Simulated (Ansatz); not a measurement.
Input and output of a self-consistent single point for YbGe2Ru2 (I4/mmm, 5 atoms in the cell) (Ansatz, a first-principles code).

Level of theory: LDA (PW92), PAW files made with PBE (plane waves; Ansatz).

The change in words: lattice scaled by 0.98. Reference geometry:
```xyz
5
Lattice="-2.1385 2.1385 4.9612 2.1385 -2.1385 4.9612 2.1385 2.1385 -4.9612" Properties=species:S:1:pos:R:3 pbc="T T T"
Yb     0.0000     0.0000     0.0000
Ge     0.0000     0.0000     6.2624
Ge     0.0000     0.0000     3.6601
Ru     2.1385     0.0000     2.4806
Ru     0.0000     2.1385     2.4806
```

Reference input (self-consistent single point, DFT, LDA (PW92), plane waves, PAW files made with PBE): basis.ecutwfc = 420 eV; kpoints.mp_grid.grid = 6 6 6; hamiltonian.xc = lda; hamiltonian.pseudopotentials = {kind: paw} (the program's default PAW files); scf.occupations.method = gaussian; scf.occupations.width = 0.1 eV. This run's input differs from it in these lines:

```diff
@@ -2,5 +2,5 @@
   lattice:
-    - [-2.138485, 2.138485, 4.961240]
-    - [2.138485, -2.138485, 4.961240]
-    - [2.138485, 2.138485, -4.961240]
+    - [-2.095715, 2.095715, 4.862015]
+    - [2.095715, -2.095715, 4.862015]
+    - [2.095715, 2.095715, -4.862015]
   atoms:
```

The program printed (abridged):

```
SCF iter   1: F=—  HF=-33513.734610 eV  |F-HF|=—  |Δ(HF+E_count)|=         —  Δρ=9.26e-2  dr2=8.99e0  ethr=3.10e-3  ⟨swp⟩=6.7  Hψ=6120  notcnv=0  defer=3
all-band conjugate gradients solve this SCF's bands
preconditioner: auto → Kerker (q_TF=auto, 2.721 Å⁻¹)
SCF iter   2: F=—  HF=-33512.298919 eV  |F-HF|=—  |Δ(HF+E_count)|=    1.44e0  Δρ=4.59e-2  dr2=2.13e0  ethr=3.10e-3  ⟨swp⟩=2.6  Hψ=2790  notcnv=0  defer=81
   [... lines left out ...]
SCF iter   9: F=—  HF=-33511.762324 eV  |F-HF|=—  |Δ(HF+E_count)|=   5.99e-7  Δρ=1.91e-4  dr2=2.51e-5  ethr=4.37e-7  ⟨swp⟩=2.4  Hψ=2597  notcnv=0  defer=80
SCF iter  10: F=—  HF=-33511.762319 eV  |F-HF|=—  |Δ(HF+E_count)|=   5.15e-6  Δρ=3.72e-5  dr2=2.66e-6  ethr=2.99e-8  ⟨swp⟩=2.0  Hψ=2682  notcnv=0  defer=80
SCF iter  11: F=—  HF=-33511.762319 eV  |F-HF|=—  |Δ(HF+E_count)|=   5.61e-7  Δρ=1.21e-5  dr2=2.30e-7  ethr=3.16e-9  ⟨swp⟩=2.0  Hψ=2596  notcnv=0  defer=80
SCF iter  12: F=-33511.762319 eV  HF=-33511.762319 eV  |F-HF|=7.66e-8  |Δ(HF+E_count)|=   6.94e-8  Δρ=7.14e-6  dr2=5.36e-8  ethr=1.19e-10  ⟨swp⟩=14.6  Hψ=9857  notcnv=0
SCF 1 converged in 12 iterations: F = -33511.762319 eV  dr2 = 5.36e-8
a probe of this close for a lower state beside it (scf.lower_state_search) gave no value that can be relied on (probe_not_borne_out) …
Stability not told: one more pass did not bear out a value that the check read (along that value's direction the trial steps together read 9.8e-1, that pass …
Free energy (F): -33511.762319 eV
Internal energy: -33511.737431 eV  (E = F + TS)
E sigma→0 (E₀):  -33511.749875 eV
Entropy (-TS):   -0.024887 eV (-4.977 meV/atom)
Fermi energy:    16.117048 eV
--- Forces (eV/Å), atoms counted from 1 ---
   [... lines left out ...]
  atom   5  Ru    -0.00000000     0.00000000     0.00000000
--- Stress (GPa, compression-positive) ---
       -1.229764       0.000000       0.000000
        0.000000      -1.229764      -0.000000
        0.000000      -0.000000      -0.161552
  P = ⅓ Tr σ = -0.8737 GPa (-8.737 kbar)
  The stress holds the Pulay correction. Without it, at fixed plane waves, as pw.x and ABINIT print it: P = -1.0206 GPa
```

The run converged in 12 iterations. Against the reference run the free energy drops by 35.5 meV/atom, the pressure goes from -9.28 to -0.87 GPa and the largest force goes from 0.382 to 0.201 eV/Å.

The starting cell comes from a database of computed structures (which also holds hypothetical and non-ambient phases and stackings), without a prior relaxation at this level. For this run, on top of that: lattice scaled by 0.98. Spin polarisation is off. Ansatz's pressure includes its estimate of the finite-basis (Pulay) stress.

Cost on one core of a shared machine: roughly 40 s.

Keys are those of Ansatz 0.2.
